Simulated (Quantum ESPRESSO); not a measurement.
Band structure of TbGe (Cmcm, 4 atoms in the cell).

```xyz
4
Lattice="2.1481 -5.3668 0.0000 2.1481 5.3668 0.0000 0.0000 0.0000 3.9561" Properties=species:S:1:pos:R:3 pbc="T T T"
Tb     2.1481    -3.8823     2.9671
Tb     2.1481     3.8823     0.9890
Ge     2.1481     0.9057     0.9890
Ge     2.1481    -0.9057     2.9671
```
Moments meant for the start (each program seeds them in its own way; μB, in the order of the atoms Tb Tb Ge Ge): 6.0 6.0 0.0 0.0.

Method: LDA (PZ), SSSP 1.1.2 efficiency (PBE) pseudopotentials (plane waves; Quantum ESPRESSO 7.5).

Settings: ecutwfc = 50 Ry; ecutrho = 400 Ry; occupations = smearing; smearing = cold; degauss = 0.0073499 Ry; nspin = 2; input_dft = pz; potentials = {Tb: Tb.GGA-PBE-paw-v1.0.UPF, Ge: ge_pbe_v1.4.uspp.F.UPF}; K_POINTS = automatic 2 2 2 0 0 0; conv_thr = 1e-09 Ry; mixing_beta = 0.4.

The starting cell comes from a database of computed structures (which also holds hypothetical and non-ambient phases and stackings), without a prior relaxation at this level. Spin-orbit coupling is off. The magnetic order is the one reached from the typed start; others were not searched systematically. With U or open f shells several self-consistent states can exist. The f electrons are in the valence without U or exact exchange, which can misplace them near the Fermi level. Spin-orbit terms, which matter for f shells, are left out.

Levels in eV from the Fermi level, bands 36 to 40 of the first spin channel:
```json
[
 {"point": "Γ", "36": "-1.60", "37": "-0.87", "38": "-0.82", "39": "0.54", "40": "0.84"},
 {"point": "X", "36": "-2.21", "37": "-1.98", "38": "-1.76", "39": "0.45", "40": "1.01"},
 {"point": "S", "36": "-2.86", "37": "-1.96", "38": "-1.75", "39": "0.21", "40": "1.37"},
 {"point": "R", "36": "-2.75", "37": "-1.78", "38": "-1.78", "39": "-0.37", "40": "-0.37"},
 {"point": "A", "36": "-3.09", "37": "-1.60", "38": "-1.60", "39": "-0.13", "40": "-0.13"},
 {"point": "Z", "36": "-2.83", "37": "-1.90", "38": "-1.90", "39": "-0.87", "40": "-0.87"},
 {"point": "Y", "36": "-1.27", "37": "-1.13", "38": "-0.78", "39": "-0.60", "40": "1.55"},
 {"point": "X1", "36": "-2.21", "37": "-1.98", "38": "-1.76", "39": "0.45", "40": "1.01"},
 {"point": "A1", "36": "-3.09", "37": "-1.60", "38": "-1.60", "39": "-0.13", "40": "-0.13"},
 {"point": "T", "36": "-3.75", "37": "-1.37", "38": "-1.37", "39": "0.00", "40": "0.00"}
]
```

Bands cross the Fermi level along this path, so the cell is metallic at this level.

The net moment of the cell came out as 11.95 μB.
